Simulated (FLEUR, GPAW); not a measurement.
A FLEUR input for a self-consistent single point of MnSi (P2_13, 8 atoms in the cell) (DFT, PBE, all-electron FLAPW (FLEUR), scalar-relativistic valence):

Input of the input generator:

```
scf MnSi
&input film=f /
8.4740043744 0.0000000000 0.0000000000
0.0000000000 8.4740043744 0.0000000000
0.0000000000 0.0000000000 8.4740043744
1.0
1.0 1.0 1.0

8
25 0.3635400000 0.1364600000 0.8635400000 : 4.00
25 0.1364600000 0.8635400000 0.3635400000 : 4.00
25 0.8635400000 0.3635400000 0.1364600000 : 4.00
25 0.6364600000 0.6364600000 0.6364600000 : 4.00
14 0.6542200000 0.8457800000 0.1542200000 : 0.00
14 0.8457800000 0.1542200000 0.6542200000 : 0.00
14 0.1542200000 0.6542200000 0.8457800000 : 0.00
14 0.3457800000 0.3457800000 0.3457800000 : 0.00

&comp jspins=2 /
&kpt div1=5 div2=5 div3=5 /
&end /
```

```xml
<?xml version="1.0" encoding="UTF-8" standalone="no"?>
<fleurInput fleurInputVersion="0.39">
   <comment>
      scf MnSi                                                                                            
   </comment>
   <calculationSetup>
      <cutoffs Kmax="4.2" Gmax="14.7" GmaxXC="14.7" numbands="0"/>
      <scfLoop itmax="100" minDistance="0.00001" maxIterBroyd="99" imix="Anderson" alpha="0.05" precondParam="0.0" spinf="2.0"/>
      <coreElectrons ctail="T" frcor="F" kcrel="0" coretail_lmax="0"/>
      <xcFunctional name="pbe" relativisticCorrections="F"/>
      <magnetism jspins="2"/>
      <soc l_soc="F" theta="0.0" phi="0.0" spav="F"/>
      <expertModes spex="0" secvar="F"/>
      <geometryOptimization l_f="T" forcealpha="1.0" forcemix="BFGS" epsdisp="0.00001" epsforce="0.00001"/>
      <ldaU l_linMix="F" mixParam="0.05" spinf="1.0"/>
   </calculationSetup>
   <cell>
      <bzIntegration valenceElectrons="76.0" mode="hist" fermiSmearingEnergy="0.00183747">
         <kPointListSelection listName="default-1"/>
         <!-- k-points included here -->
         <xi:include xmlns:xi="http://www.w3.org/2001/XInclude" href="kpts.xml"> </xi:include>
      </bzIntegration>
      <!-- symmetry operations included here -->
      <xi:include xmlns:xi="http://www.w3.org/2001/XInclude" href="sym.xml"> </xi:include>
      <bulkLattice scale="1.0">
         <bravaisMatrix>
            <row-1>    8.4740043743999998     0.0000000000000000     0.0000000000000000</row-1>
            <row-2>    0.0000000000000000     8.4740043743999998     0.0000000000000000</row-2>
            <row-3>    0.0000000000000000     0.0000000000000000     8.4740043743999998</row-3>
         </bravaisMatrix>
      </bulkLattice>
   </cell>
   <atomSpecies>
      <species name="Manganese 4.000" element="Mn" atomicNumber="25">
         <mtSphere radius="2.41" gridPoints="833" logIncrement="0.015"/>
         <atomicCutoffs lmax="10" lnonsphr="8"/>
         <electronConfig flipSpins="F">
            <coreConfig>(1s1/2) (2s1/2) (2p1/2) (2p3/2)</coreConfig>
            <valenceConfig>(3s1/2) (3p1/2) (3p3/2) (4s1/2) (3d3/2) (3d5/2)</valenceConfig>
            <stateOccupation state="(3d3/2)" spinUp="1.5" spinDown="0.5"/>
            <stateOccupation state="(3d5/2)" spinUp="3.0" spinDown="0.0"/>
         </electronConfig>
         <energyParameters s="4" p="4" d="3" f="4"/>
         <lo type="SCLO" l="0" n="3" eDeriv="0"/>
         <lo type="SCLO" l="1" n="3" eDeriv="0"/>
      </species>
      <species name="Silicon (Si)" element="Si" atomicNumber="14">
         <mtSphere radius="1.57" gridPoints="543" logIncrement="0.021"/>
         <atomicCutoffs lmax="6" lnonsphr="4"/>
         <electronConfig flipSpins="F">
            <coreConfig>(1s1/2) (2s1/2) (2p1/2) (2p3/2)</coreConfig>
            <valenceConfig>(3s1/2) (3p1/2) (3p3/2)</valenceConfig>
            <stateOccupation state="(3p1/2)" spinUp="0.3333333333" spinDown="0.3333333333"/>
            <stateOccupation state="(3p3/2)" spinUp="0.6666666667" spinDown="0.6666666667"/>
         </electronConfig>
         <energyParameters s="3" p="3" d="3" f="4"/>
      </species>
   </atomSpecies>
   <atomGroups>
      <atomGroup species="Manganese 4.000">
         <relPos label="                   1">.3635400000 .1364600000 -.1364600000</relPos>
         <relPos label="                   2">.1364600000 -.1364600000 .3635400000</relPos>
         <relPos label="                   3">-.1364600000 .3635400000 .1364600000</relPos>
         <relPos label="                   4">-.3635400000 -.3635400000 -.3635400000</relPos>
         <force calculate="T" relaxXYZ="TTT"/>
      </atomGroup>
      <atomGroup species="Silicon (Si)">
         <relPos label="                   5">-.3457800000 -.1542200000 .1542200000</relPos>
         <relPos label="                   6">-.1542200000 .1542200000 -.3457800000</relPos>
         <relPos label="                   7">.1542200000 -.3457800000 -.1542200000</relPos>
         <relPos label="                   8">.3457800000 .3457800000 .3457800000</relPos>
         <force calculate="T" relaxXYZ="TTT"/>
      </atomGroup>
   </atomGroups>
   <output dos="F" band="F" slice="F">
      <checks vchk="F" cdinf="F"/>
      <bandDOS minEnergy="-.5*Htr" maxEnergy="0.5*Htr" sigma="0.015" storeEVData="T"/>
      <vacuumDOS vacdos="F" integ="F" star="F" nstars="0" locx1="0.0" locy1="0.0" locx2="0.0" locy2="0.0" nstm="0" tworkf="0.0"/>
      <unfoldingBand unfoldBand="F" supercellX="1" supercellY="1" supercellZ="1"/>
      <plotting iplot="0" polar="F">
         <plot TwoD="T" vec1="  1.0  0.0  0.0" vec2="  0.0  1.0  0.0" vec3="  0.0  0.0  1.0" zero="  0.0  0.0  0.0" file="plot"/>
      </plotting>
      <chargeDensitySlicing numkpt="0" minEigenval="0.0" maxEigenval="0.0" nnne="0" pallst="F"/>
      <specialOutput eonly="F"/>
      <magneticCircularDichroism mcd="F" energyLo="-10.0" energyUp="0.0"/>
   </output>
  <!-- We include the file relax.xml here to enable relaxations (see documentation) -->
  <xi:include xmlns:xi="http://www.w3.org/2001/XInclude" href="relax.xml"> <xi:fallback/> </xi:include>
</fleurInput>
```

Give the GPAW input for the same structure, mesh, smearing and functional.

This is the input that was run; spellings and numerical settings could be chosen otherwise.

```python
from ase import Atoms
from ase.units import GPa
from gpaw import GPAW, PW, FermiDirac

atoms = Atoms(['Mn', 'Mn', 'Mn', 'Mn', 'Si', 'Si', 'Si', 'Si'],
              cell=[[4.484250, 0.000000, 0.000000],
                    [0.000000, 4.484250, 0.000000],
                    [0.000000, 0.000000, 4.484250]],
              scaled_positions=[[0.363540, 0.136460, 0.863540],
                                [0.136460, 0.863540, 0.363540],
                                [0.863540, 0.363540, 0.136460],
                                [0.636460, 0.636460, 0.636460],
                                [0.654220, 0.845780, 0.154220],
                                [0.845780, 0.154220, 0.654220],
                                [0.154220, 0.654220, 0.845780],
                                [0.345780, 0.345780, 0.345780]],
              pbc=True)

atoms.set_initial_magnetic_moments([4.0, 4.0, 4.0, 4.0, 0.0, 0.0, 0.0, 0.0])

calc = GPAW(spinpol=True,
            mode=PW(800),
            xc='PBE',
            kpts=(5, 5, 5),
            occupations=FermiDirac(0.05),
            nbands=-16,
            convergence={'forces': 0.001},
            symmetry={'symmorphic': False, 'tolerance': 0.0005},
            maxiter=100,
            txt='-')

atoms.calc = calc

energy = atoms.get_potential_energy()
print('Energy (eV):', round(energy, 6))
forces = atoms.get_forces()
print('Forces (eV/Ang):')
print(forces.round(5))
stress = atoms.get_stress()
print('Stress (GPa, Voigt):', (stress / GPa).round(4))
```

Basis settings and potentials, where a program has them, do not carry over. This input uses DFT PBE, plane waves, GPAW PAW datasets PBE (gpaw-data 1.0.1).

The starting cell comes from a database of computed structures (which also holds hypothetical and non-ambient phases and stackings), without a prior relaxation at this level.
